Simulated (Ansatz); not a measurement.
The starting structures come from a database of crystals and need not be the phases stable at ambient conditions.

Given:

```xyz
12
Lattice="3.9464 0.0000 0.0000 -1.9732 8.1494 0.0000 0.0000 0.0000 10.2863" Properties=species:S:1:pos:R:3 pbc="T T T"
Cs     1.9732     4.0119     2.5716
Cs     0.0000     4.1374     7.7147
Zr     0.0000     0.0000     5.1432
Zr     0.0000     0.0000     0.0000
Cu     1.9732     0.4981     7.7147
Cu     0.0000     7.6513     2.5716
Se     1.9732     1.8238     5.6825
Se     0.0000     6.3256     4.6038
Se     0.0000     6.3256     0.5393
Se     1.9732     1.8238     9.7470
Se     0.0000     0.9802     2.5716
Se     1.9732     7.1692     7.7147
```

Space group of this cell: Cmcm. The cell is taken as given; by r2SCAN its mean pressure is -1.2 GPa.

Transport runs along the normal of the first two printed cell vectors.

No gap correction and no spin-orbit coupling; mid-gap values are interpolated between computed energies.

**Question.** Compute, with r2SCAN (Ansatz, an electronic-structure program), the band gap and the smallest decay constant κ at mid-gap.

**Answer.** Gap 0.52 eV on a 8×8×4 mesh; κ = 0.131 1/Å, at the zone centre.
